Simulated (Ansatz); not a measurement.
Terminations of the (111) surface of fcc Pd, measured from the surface 'clean 1x1'. Atoms come from or go to: Al: fcc Al, Cr: bcc Cr, antiferromagnetic, In: tetragonal indium, Mn: fcc-type Mn, layered antiferromagnet, Mo: bcc Mo, Pd: fcc Pd, Pt: fcc Pt, Re: hcp Re, Ru: hcp Ru, Sn: beta tin, Ti: hcp Ti, Y: hcp Y. ΔE is the energy of forming the row's surface from that one (negative: more stable at these reservoirs); the vacuum level's shift is aligned on the shared bottom. No zero-point or thermal terms. These are constructed structures in small cells; real faces may alloy, dewet or reconstruct in larger ones, and not all known structures of the face are among them. Slabs of about 11 Å with all that they carry, Fermi-Dirac smearing of 0.1 eV. Bottom of the slabs: a bare face, its two planes held. Relaxed from the named starts with such symmetry as they have, on meshes of like density; energies extrapolated to zero smearing; no spin-orbit coupling, no U. Spin-polarised runs, if any, are marked in brackets, and their order is one that fits the cell; the others ran without spin. A dash marks a value that is undefined for that row (no clear gap, or no work function of a gapped slab) or was not read reliably on its mesh.

Method: PBE (plane waves to 420 eV, PAW; Ansatz, a first-principles code).

```tsv
surface	atoms added per 1x1	ΔE per 1x1 (eV)	shift of the vacuum level (eV)	work function (eV)
a layer of Cr in place of the third plane [spin, 1.8 μB a cell]	+1 Cr, -1 Pd	___	0.01	5.26
a layer of Sn in place of the third plane	-1 Pd, +1 Sn	0.31	0.06	5.28
(√3x√3)R30° surface alloy, Ti on one Pd site of the top plane	-0.333 Pd, +0.333 Ti	-0.75	-0.48	4.74
a layer of Ru in place of the second plane	-1 Pd, +1 Ru	0.36	-0.50	4.73
(√3x√3)R30° layer of In, one a cell, on the site that continues the host's stacking	+0.333 In	___	-1.17	4.05
a layer of Re in place of the second plane	-1 Pd, +1 Re	0.05	-0.86	4.37
a layer of Mo in place of the second plane	+1 Mo, -1 Pd	-0.24	-0.91	4.32
a pseudomorphic layer of Pt in the other hollow	+1 Pt	___	0.53	5.75
(√3x√3)R30° surface alloy, Y on one Pd site of the top plane	-0.333 Pd, +0.333 Y	-1.06	-1.60	3.62
(√3x√3)R30° surface alloy, Mn on one Pd site of the top plane [spin, 4.8 μB a cell]	+0.333 Mn, -0.333 Pd	-0.24	-0.38	4.84
a pseudomorphic layer of Al in the host's stacking	+1 Al	-0.97	-0.75	4.48
```

Problem. Fill in the missing entries.

Solution. 
- a layer of Cr in place of the third plane [spin, 1.8 μB a cell], ΔE per 1x1 (eV): 0.16
- (√3x√3)R30° layer of In, one a cell, on the site that continues the host's stacking, ΔE per 1x1 (eV): -0.39
- a pseudomorphic layer of Pt in the other hollow, ΔE per 1x1 (eV): 0.00
